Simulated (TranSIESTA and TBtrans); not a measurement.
Run with TranSIESTA and TBtrans (open boundaries, self-consistent; PseudoDojo norm-conserving potentials, scalar-relativistic): PAO.BasisSize DZP, PAO.EnergyShift 0.15 eV, XC.Authors PBE, Mesh.Cutoff 200 Ry, ElectronicTemperature 300 K, TS.Voltage 0.0 eV, TBT.Elecs.Eta 0.001 eV, no spin polarisation.

System: Sn chain with one bond stretched by 2.0 Å. Leads: straight Sn chain, spacing 2.915 Å. Geometry: as built, not relaxed.

Predict: conductance at 300 K (G0 = 2e²/h); thermopower (μV/K); mean T from −0.5 to 0.5 eV.

conductance at 300 K (G0 = 2e²/h): 0.21; thermopower (μV/K): -2.3; mean T from −0.5 to 0.5 eV: 0.18. The straight chain is held at its spacing; free chains may zigzag or dimerise. No spin-polarised start was tried, so a magnetic state, if there is one, is missed.
